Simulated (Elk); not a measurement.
## A self-consistent single point of TiNb (Cmmm, 2 atoms in the cell) with Elk

Computed with PBEsol, all-electron FP-LAPW, Elk's shipped species files, APW+lo basis with extra local orbitals (Elk).

Input as run:

```
tasks
  0

xctype
  22

rgkmax
  8.0

gmaxvr
  16.0

nxlo
  2

lorbcnd
  .true.

rmtscf
  0.97

lmaxi
  2

stype
  0

swidth
  0.00999582

avec
    3.1010500191   -4.3804701946    0.0000000000
    3.1010500191    4.3804701946    0.0000000000
    0.0000000000    0.0000000000    8.7795730887

atoms
  2   : nspecies
  'Ti.in'   : spfname
  1   : natoms; atposl, bfcmt below
  0.5000000000  0.5000000000  0.5000000000    0.0 0.0 0.0
  'Nb.in'   : spfname
  1   : natoms; atposl, bfcmt below
  0.0000000000  0.0000000000  0.0000000000    0.0 0.0 0.0

ngridk
  12 12 7
```

Log, with long lists cut:

```
│ Elk code version 10.2.4 │

All units are atomic (Hartree, Bohr, etc.)

│ Ground-state run starting from atomic densities │

Lattice vectors :
   3.101050019      -4.380470195       0.000000000
   3.101050019       4.380470195       0.000000000
   0.000000000       0.000000000       8.779573089

Unit cell volume      :    238.5244457
Brillouin zone volume :    1.039936233

Muffin-tin inner radius fraction :   0.1000000000E-01

Nuclei treated as point charges

Species :    1 (Ti)
 parameters loaded from : Ti.in
 name : titanium
 nuclear charge    :   -22.00000000
 electronic charge :    22.00000000
 atomic mass :    87256.20310
 muffin-tin radius :    2.328000000
 number of radial points in muffin-tin :    497
 atomic positions (lattice), magnetic fields (Cartesian) :
   1 :   0.00000000  0.00000000  0.00000000    0.00000000  0.00000000  0.00000000

Species :    2 (Nb)
 parameters loaded from : Nb.in
 name : niobium
 nuclear charge    :   -41.00000000
 electronic charge :    41.00000000
 atomic mass :    169357.9703
 muffin-tin radius :    2.522000000
 number of radial points in muffin-tin :    597
 atomic positions (lattice), magnetic fields (Cartesian) :
   1 :   0.50000000  0.50000000  0.50000000    0.00000000  0.00000000  0.00000000

Total number of atoms per unit cell :    2

Spin treatment :
 spin-unpolarised

Number of Bravais lattice symmetries :    8
Number of crystal symmetries         :    8
Crystal has inversion symmetry
Real symmetric eigensolver will be used

k-point grid :     12    12     7
k-point offset :    0.000000000       0.000000000       0.000000000
k-point set is reduced with full crystal symmetry group
Total number of k-points :      172

Muffin-tin radius times maximum |G+k| :    8.000000000
 using average radius
Maximum |G+k| for APW functions       :    3.298969072
Maximum (1/2)|G+k|²                   :    5.441598470
Maximum |G| for potential and density :    16.00000000
 potential will be trimmed for |G| > 2 gkmax
Constant for pseudocharge density :   10
Radial integration step length :    4

G-vector grid sizes :     28    28    45
Number of G-vectors :    16529

Maximum angular momentum used for
 APW functions                      :    8
 outer part of muffin-tin           :    6
 inner part of muffin-tin           :    2

Total nuclear charge    :   -63.00000000
Total core charge       :    38.00000000
Total valence charge    :    25.00000000
Total excess charge     :    0.000000000
Total electronic charge :    63.00000000

Effective Wigner radius, rₛ :   0.9668696149

Number of empty states         :    8
Total number of valence states :   21
Total number of core states    :   38

Conduction state local-orbitals added automatically
Total number of local-orbitals :  161

Exchange-correlation functional :     22     0     0
 PBEsol, Phys. Rev. Lett. 100, 136406 (2008)
 gradient requirement :    1
 generalised gradient approximation (GGA)

Smearing type :    0
 Gaussian
Smearing width :   0.9995820000E-02
Effective electronic temperature (K) :    3156.430308

Mixing type :    3
 Broyden mixing, J. Phys. A: Math. Gen. 17, L317 (1984)

Kohn-Sham potential initialised from atomic data

│ Self-consistent loop started │
│ Loop number : 1 │
 total energy                :     -4665.01267521
│ Loop number : 2 │
 total energy                :     -4665.51538117
RMS change in Kohn-Sham potential (target) :   0.3256074392     (  0.1000000000E-05)
Absolute change in total energy (target)   :   0.5027059599     (  0.1000000000E-03)
│ Loop number : 3 │
 total energy                :     -4665.76933497
RMS change in Kohn-Sham potential (target) :   0.3363990128     (  0.1000000000E-05)
Absolute change in total energy (target)   :   0.3796302971     (  0.1000000000E-03)
│ Loop number : 4 │
 total energy                :     -4666.29000203
RMS change in Kohn-Sham potential (target) :   0.3092917759     (  0.1000000000E-05)
Absolute change in total energy (target)   :   0.6155746294     (  0.1000000000E-03)
│ Loop number : 5 │
 total energy                :     -4668.18439586
RMS change in Kohn-Sham potential (target) :   0.2013513075     (  0.1000000000E-05)
Absolute change in total energy (target)   :    2.048287484     (  0.1000000000E-03)
│ Loop number : 6 │
 total energy                :     -4670.04818529
RMS change in Kohn-Sham potential (target) :   0.8852754674E-01 (  0.1000000000E-05)
Absolute change in total energy (target)   :    2.375861303     (  0.1000000000E-03)
│ Loop number : 7 │
 total energy                :     -4671.64565725
RMS change in Kohn-Sham potential (target) :   0.9381958278E-02 (  0.1000000000E-05)
Absolute change in total energy (target)   :    2.191437287     (  0.1000000000E-03)
│ Loop number : 8 │
 total energy                :     -4671.34453389
RMS change in Kohn-Sham potential (target) :   0.1436577456E-02 (  0.1000000000E-05)
Absolute change in total energy (target)   :   0.2467359574     (  0.1000000000E-03)
│ Loop number : 9 │
 total energy                :     -4671.26781050
RMS change in Kohn-Sham potential (target) :   0.3252146381E-02 (  0.1000000000E-05)
Absolute change in total energy (target)   :   0.1503939700E-01 (  0.1000000000E-03)
│ Loop number : 10 │
 total energy                :     -4671.29880917
RMS change in Kohn-Sham potential (target) :   0.1101458992E-02 (  0.1000000000E-05)
Absolute change in total energy (target)   :   0.2723882151E-01 (  0.1000000000E-03)
│ Loop number : 11 │
 total energy                :     -4671.30849664
RMS change in Kohn-Sham potential (target) :   0.4009156609E-03 (  0.1000000000E-05)
Absolute change in total energy (target)   :   0.1649717623E-01 (  0.1000000000E-03)
│ Loop number : 12 │
 total energy                :     -4671.31352428
RMS change in Kohn-Sham potential (target) :   0.1132520983E-03 (  0.1000000000E-05)
Absolute change in total energy (target)   :   0.9151934595E-02 (  0.1000000000E-03)
│ Loop number : 13 │
 total energy                :     -4671.31530111
RMS change in Kohn-Sham potential (target) :   0.3095435246E-04 (  0.1000000000E-05)
Absolute change in total energy (target)   :   0.4064816381E-02 (  0.1000000000E-03)
│ Loop number : 14 │
 total energy                :     -4671.31561913
RMS change in Kohn-Sham potential (target) :   0.1213370383E-04 (  0.1000000000E-05)
Absolute change in total energy (target)   :   0.1334215604E-02 (  0.1000000000E-03)
│ Loop number : 15 │
 total energy                :     -4671.31562823
RMS change in Kohn-Sham potential (target) :   0.7467157842E-05 (  0.1000000000E-05)
Absolute change in total energy (target)   :   0.3426620133E-03 (  0.1000000000E-03)
│ Loop number : 16 │
 total energy                :     -4671.31568273
RMS change in Kohn-Sham potential (target) :   0.1156824261E-05 (  0.1000000000E-05)
Absolute change in total energy (target)   :   0.1401607260E-03 (  0.1000000000E-03)
│ Loop number : 17 │
 total energy                :     -4671.31568440
RMS change in Kohn-Sham potential (target) :   0.2082329118E-06 (  0.1000000000E-05)
Absolute change in total energy (target)   :   0.3670875049E-04 (  0.1000000000E-03)
Convergence targets achieved

│ Loop number : 18 │

Energies :
 Fermi                       :     0.362100048739
 sum of eigenvalues          :     -2760.37449817
 electron kinetic            :      4812.21814214
 core electron kinetic       :      4661.70693768
 Coulomb                     :     -9325.29531987
 Coulomb potential           :     -7365.04713349
 nuclear-nuclear             :     -490.119788126
 electron-nuclear            :     -10305.3039300
 Hartree                     :      1470.12839825
 Madelung                    :     -5642.77175312
 xc potential                :     -207.545506817
 exchange                    :     -154.762936202
 correlation                 :     -3.47556572713
 total energy                :     -4671.31567966

Density of states at Fermi energy :    93.84901522
 (states/Hartree/unit cell)

Estimated indirect band gap :   0.1229796964E-03
 from k-point    112 to k-point     54
Estimated direct band gap   :   0.5973856878E-02
 at k-point     95

Charges :
 core                        :    38.00000000
 valence                     :    25.00000000
 interstitial                :    3.671804035
 muffin-tins (core leakage)
  species :    1 (Ti)
   atom    1                 :    20.22703211     (  0.1262831617E-08)
  species :    2 (Nb)
   atom    1                 :    39.10116385     (  0.1691808549E-05)
 total in muffin-tins        :    59.32819597
 total calculated charge     :    63.00952474
 total charge                :    63.00000000
 error                       :   0.9524736474E-02

│ Self-consistent loop stopped │
```

The run converged in 18 iterations. The count includes the last loop, which Elk runs after its targets are met.

The starting cell comes from a database of computed structures (which also holds hypothetical and non-ambient phases and stackings), without a prior relaxation at this level. Spin polarisation is off. Values depend on the basis (sphere radii, cutoffs, local orbitals), which need not be converged. The log's line on a gap gives a spacing of levels on this mesh, which the program prints for metals too.

Cost on one core of a shared machine: roughly 40 s.
